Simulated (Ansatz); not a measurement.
A relaxation of the atoms of Ta3Re (I4mm, 4 atoms in the cell) with Ansatz (an electronic-structure program).

Method: LDA (PW92), default PAW files made with PBE (plane waves; Ansatz).

The change in words: one atom moved by 0.15 angstrom; relax: default → atoms; relax.f_tol: default → 0.002 eV/Å. Reference geometry:
```yaml
crystal:
  lattice:
    - [0.00000, 3.25370, 3.25370]
    - [3.25370, 0.00000, 3.25370]
    - [3.25370, 3.25370, 0.00000]
  atoms:
    - { symbol: Ta, position: [0.25000, 0.25000, 0.25000] }
    - { symbol: Ta, position: [0.75000, 0.75000, 0.75000] }
    - { symbol: Ta, position: [0.50000, 0.50000, 0.50000] }
    - { symbol: Re, position: [0.00000, 0.00000, 0.00000] }
```

Reference input (self-consistent single point, DFT, LDA (PW92), plane waves, default PAW files made with PBE): basis.ecutwfc = 420 eV; kpoints.mp_grid.grid = 9 9 9; hamiltonian.xc = lda; hamiltonian.pseudopotentials = {kind: paw} (the program's default PAW files); scf.occupations.method = fermi_dirac; scf.occupations.width = 0.1 eV. This run's input differs from it in these lines:

```diff
@@ -9,3 +9,3 @@
     - { symbol: Ta, position: [0.75000000, 0.75000000, 0.75000000] }
-    - { symbol: Ta, position: [0.50000000, 0.50000000, 0.50000000] }
+    - { symbol: Ta, position: [0.52305100, 0.52305100, 0.47694900] }
     - { symbol: Re, position: [0.00000000, 0.00000000, 0.00000000] }
@@ -24,2 +24,4 @@
     width: 0.1
+relax:
+  f_tol: 0.002
 output:
```

The program printed (abridged):

```
   [... SCF lines of the steps left out ...]
relax step   1: F+E_penalty+E_count = -39656.10031323 eV  Δ(F+E_penalty+E_count) = +0.000e0 eV  max|allowed force component| = 2.011e0 eV/Å  Δτ_max = 0.0000 Å  (6 SCF iters, dr2 threshold 1.00e-7 eV, accepted)
relax step   2: F+E_penalty+E_count = -39656.16977194 eV  Δ(F+E_penalty+E_count) = -6.946e-2 eV  max|allowed force component| = 1.484e0 eV/Å  Δτ_max = 0.1950 Å  (6 SCF iters, dr2 threshold 1.00e-4 eV, accepted)
relax step   3: F+E_penalty+E_count = -39656.25175419 eV  Δ(F+E_penalty+E_count) = -8.198e-2 eV  max|allowed force component| = 1.421e-2 eV/Å  Δτ_max = 0.0826 Å  (6 SCF iters, dr2 threshold 1.00e-4 eV, accepted)
relax step   4: F+E_penalty+E_count = -39656.25175419 eV  Δ(F+E_penalty+E_count) = -1.535e-9 eV  max|allowed force component| = 1.425e-2 eV/Å  Δτ_max = 0.0000 Å  (6 SCF iters, accepted)
relax step   5: F+E_penalty+E_count = -39656.25176419 eV  Δ(F+E_penalty+E_count) = -9.999e-6 eV  max|allowed force component| = 8.913e-5 eV/Å  Δτ_max = 0.0010 Å  (6 SCF iters, dr2 threshold 1.27e-8 eV, accepted)
relax step   6: F+E_penalty+E_count = -39656.25176419 eV  Δ(F+E_penalty+E_count) = -1.455e-11 eV  max|allowed force component| = 8.933e-5 eV/Å  Δτ_max = 0.0000 Å  (6 SCF iters, accepted)
the relaxation is at rest under the 8 symmetry operations that the run kept from its start: a minimum is not shown …
Stability not checked: this state was not tested for a lower state beside it, because too few of the mixer's solves of this state at the end of the SCF gave a …
Free energy (F): -39656.251764 eV
Internal energy: -39656.148796 eV  (E = F + TS)
E sigma→0 (E₀):  -39656.200280 eV
Entropy (-TS):   -0.102968 eV (-25.742 meV/atom)
Fermi energy:    19.425847 eV
--- Forces (eV/Å), atoms counted from 1 ---
  atom   1  Ta     0.00000000     0.00000000    -0.00003410
   [... lines left out ...]
  atoms:
    - { symbol: Ta, position: [0.25576297307234036, 0.25576297307234036, 0.24423702692765964] }
    - { symbol: Ta, position: [0.7557629730723403, 0.7557629730723403, 0.7442370269276597] }
    - { symbol: Ta, position: [0.5057619805256007, 0.5057619805256007, 0.49423801947439927] }
    - { symbol: Re, position: [0.00576307332971864, 0.00576307332971864, -0.00576307332971864] }
```

The run converged.  The full log also holds: “iter 5 did not close the SCF: its close was put off for the readings that it lacked (scf_convergence_deferred on its scf_iter line)”. The full log also holds: “iter 5 did not close the SCF: its close was put off for the readings that it lacked (scf_convergence_deferred on its scf_iter line)”.

Summary of the result:
Free energy E − TS (on the zero of these files): -39656.2518 eV
Fermi level (on the code's own zero): 19.43 eV
Pressure: -13.46 GPa
Relaxation steps: 6

The starting cell comes from a database of computed structures (which also holds hypothetical and non-ambient phases and stackings), without a prior relaxation at this level. Its lattice was rescaled by up to half a per cent. For this run, on top of that: one atom moved by 0.15 angstrom. Spin polarisation is off. The relaxation keeps the symmetry of its start, so its end need not be a minimum. Ansatz's pressure includes its estimate of the finite-basis (Pulay) stress.

Cost on one core of a shared machine: roughly 80 s.

Keys are those of Ansatz 0.2.
